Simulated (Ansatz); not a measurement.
## BaHfO₃ (Pm-3m, No. 221, 5 atoms in the cell; start mp-998552)

Method: PBE in Ansatz (plane waves, PAW).

Settings: plane-wave cutoff 520 eV, 8×8×8 k mesh, perturbation theory, scalar-relativistic PAW data made under PBE.

Cell (relaxed at this level):

```cif
data_BaHfO3
_chemical_formula_sum 'Ba1 Hf1 O3'
_space_group_name_H-M_alt 'P 1'
_space_group_IT_number 1
_cell_length_a 4.20624
_cell_length_b 4.20624
_cell_length_c 4.20633
_cell_angle_alpha 90.000
_cell_angle_beta 90.000
_cell_angle_gamma 90.000
loop_
_space_group_symop_operation_xyz
  'x, y, z'
loop_
_atom_site_label
_atom_site_type_symbol
_atom_site_fract_x
_atom_site_fract_y
_atom_site_fract_z
_atom_site_occupancy
Ba1 Ba 0.50000 0.50000 0.99797 1
Hf1 Hf 0.00000 0.00000 0.49798 1
O1 O 0.00000 0.50000 0.49803 1
O2 O 0.50000 0.00000 0.49803 1
O3 O 0.00000 0.00000 0.99801 1
```

```json
{
  "electronic dielectric constant ε∞": "4.67",
  "dielectric constant ε0 (ions relaxed)": "50.3"
}
```

Note: the relaxation could not lower the start's symmetry, so the cell can be a saddle point above a distorted one.

Spin–orbit coupling is not included.

It cost about 18 core-minutes (a rough figure) of CPU time.

A start named mp-… is a Materials Project structure, which need not be a measured phase.

Ansatz is a program for electronic structure.
